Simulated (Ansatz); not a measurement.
# Defect calculation: Bi on the N site in wurtzite AlN

These are PBE, PAW (plane waves to 420 eV; Ansatz, a quantum-chemistry and plane-wave program) values and carry that method's errors. Cell: 96 sites, 3×2×2; final energies on a 2×2×2 shifted mesh. Site at the start: the N site. Finite-size correction: monopole term and site-potential alignment. Dielectric constants: PBE linear response of the host. Host gap at this level: 4.03 eV. Finite-size and sampling errors can reach tenths of an eV here. PBE underestimates the host's gap, which shifts levels and can delocalise carriers. Spin–orbit coupling is left out, which matters for these heavy elements. Each state is the lowest found from its start.

```json
[
 {"charge": "+1", "moment (μB)": "1.0", "largest move off a lattice site (Å)": "0.82", "image correction with alignment (eV)": "0.65"},
 {"charge": "0", "moment (μB)": "not spin-polarised", "largest move off a lattice site (Å)": "0.73", "image correction with alignment (eV)": "0.00"},
 {"charge": "−1*", "moment (μB)": "1.0", "largest move off a lattice site (Å)": "0.66", "image correction with alignment (eV)": "–"}
]
```

* At this level the carrier isn't localised at the defect: at charge −1 electrons occupy the conduction band. Such a state is shallow or no state of the defect, and this cell gives it no level.

Transition levels above the valence-band maximum: ε(+1/0) = 1.38 eV. On the lower envelope of the bound states, inside the gap: (+1/0) at 1.38 eV.

Flagged in the runs: a host whose relaxation on this sampling wasn't shown to rest, a strain field that reaches the edge of the cell.
